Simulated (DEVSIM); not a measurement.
Structure: Cr/SiO2/p-Si capacitor, at 300 K.

Layer 1 from the left is SiO2, thickness (nm) 3.80. Layer 2 from the left is Si, thickness (nm) 2100, Na (cm⁻³) 7.4e16.

Metal gate on the left, work function 4.5 eV. Fixed charge at the semiconductor interface 0 cm⁻² (in units of +e); no interface traps.

This is a model device: material constants are rounded textbook-type values typed into the input, and sizes, dopings and lifetimes were drawn at random. Values at 300 K.

SiO2: gap (eV) 9, affinity (eV) 0.9, permittivity 3.9. Si: gap (eV) 1.124, affinity (eV) 4.05, permittivity 11.7, Nc (cm⁻³) 2.86e19, Nv (cm⁻³) 3.1e19.

Estimate by hand the flat-band voltage, the threshold voltage, and compare with a numerical solution.


- Flat-band voltage: C = 0.909 μF/cm², work-function difference -0.518 V; VFB = φms − qNf/C = -0.52 V; numerical -0.52 V.
- Threshold voltage: φF = 0.407 V, depletion charge √(4εqNφF) = 1.41e-7 C/cm²; VT = VFB + 2φF + Qd/C = 0.45 V; numerical 0.45 V.

DEVSIM, 1D Poisson equation in equilibrium, Boltzmann statistics, complete ionisation; no quantum confinement or tunnelling. Metal contacts follow the ideal Schottky-Mott rule: no Fermi-level pinning, no interface dipoles.
